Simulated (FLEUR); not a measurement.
# Short convergence ladders for ScAl (P4mm, 2 atoms in the cell)

```yaml
crystal:
  lattice:
    - [3.38046, 0.00000, 0.00000]
    - [0.00000, 3.38046, 0.00000]
    - [0.00000, 0.00000, 3.38046]
  atoms:
    - { symbol: Sc, position: [0.50000, 0.50000, 0.51479] }
    - { symbol: Al, position: [0.00000, 0.00000, 0.00000] }
```

Base method: PBEsol, all-electron FLAPW (FLEUR), scalar-relativistic valence run with FLEUR.

Base settings: Kmax = 4 1/bohr; GmaxXC = 16 1/bohr; xcFunctional = PBEs; jspins = 1; l_soc = F; mode = hist; fermiSmearingEnergy = 0.00367493 Htr; mesh (inpgen div1-3) = 5 5 5; inpgen gamma flag = false; Gmax = 16 1/bohr.

Core times come from one kind of shared machine, to one figure; runs under 30 s give none.

**The k-point mesh**

Moved along: kpt_gamma.

The second cell is the first with its lattice scaled by 0.98.

Only quantities that move along the ladder and can be compared are tabulated.

```tsv
kpt_div	free energy less the last step's (meV/atom)	energy of the compressed cell less the first (meV/atom)	largest difference of a force vector from the last step's (eV/Å)	core time / last (rough)
2 2 2	-219.85	8.71	0.036	0.4
4 4 4	-12.40	3.55	0.009	0.5
5 5 5	12.84	0.33	0.003	0.4
7 7 7	2.71	0.86	0.000	0.8
8 8 8	0.23	1.15	0.000	1
10 10 10	0.00	0.93	0.000	1
```

Coarsest kpt_div that holds the free energy within 1 meV/atom of the last step, with all finer ones: 8 8 8; the step before is off by 2.7 meV/atom.

Coarsest kpt_div that holds the energy of the compressed cell less the first within 1 meV/atom of the last step, with all finer ones: 5 5 5, at about 0.4 of the last step's time; the step before is off by 2.6 meV/atom.

Coarsest kpt_div that holds the forces within 0.01 eV/Å of the last step, with all finer ones: 4 4 4; the step before is off by 0.036 eV/Å.

The energy difference between the two cells stays within 1 meV/atom of the last step's from 5 5 5 on, the total only from 8 8 8 on: much of the error is common to both cells and cancels.

**The k-point mesh at a smearing width of 0.05 eV**

In this ladder: fermiSmearingEnergy = 0.00183747 Htr. Moved along: kpt_gamma.

The second cell is the first with its lattice scaled by 0.98.

Only quantities that move along the ladder and can be compared are tabulated.

| kpt_div | free energy less the last step's (meV/atom) | energy of the compressed cell less the first (meV/atom) | largest difference of a force vector from the last step's (eV/Å) | core time / last (rough) |
|---|---|---|---|---|
| 4 4 4 | -14.51 | 2.56 | 0.008 | 0.4 |
| 6 6 6 | 1.20 | 0.91 | 0.001 | 0.5 |
| 7 7 7 | 3.56 | 0.32 | 0.001 | 0.5 |
| 11 11 11 | 0.00 | 0.59 | 0.000 | 1 |

Coarsest kpt_div that holds the free energy within 5 meV/atom: not settled: the last two steps still differ by 3.6 meV/atom, over half the tolerance, so the ladder does not show it.

Coarsest kpt_div that holds the forces within 0.005 eV/Å of the last step, with all finer ones: 6 6 6; the step before is off by 0.008 eV/Å.

Coarsest kpt_div that holds the energy of the compressed cell less the first within 1 meV/atom of the last step, with all finer ones: 6 6 6; the step before is off by 2.0 meV/atom.

**The mesh under tetrahedron occupations**

In this ladder: mode = tetra; fermiSmearingEnergy = 0.0001 Htr; kpt_gamma = true.

Only quantities that move along the ladder and can be compared are tabulated.

| kpt_div | free energy less the last step's (meV/atom) | largest difference of a force vector from the last step's (eV/Å) | core time / last (rough) |
|---|---|---|---|
| 4 4 4 | 27.90 | 0.009 | 0.3 |
| 6 6 6 | 15.27 | 0.007 | 0.6 |
| 10 10 10 | 2.44 | 0.001 | 1 |
| 12 12 12 | 0.00 | 0.000 | 1 |

Coarsest kpt_div that holds the free energy within 5 meV/atom of the last step, with all finer ones: 10 10 10; the step before is off by 15 meV/atom.

Coarsest kpt_div that holds the forces within 0.005 eV/Å of the last step, with all finer ones: 10 10 10; the step before is off by 0.007 eV/Å.

On the base run: the starting cell comes from a database of computed structures (which also holds hypothetical and non-ambient phases and stackings), without a prior relaxation at this level. Its lattice was rescaled by up to half a per cent. One atom was moved a little off its site on purpose. Values depend on the basis (sphere radii, cutoffs, local orbitals), which need not be converged.
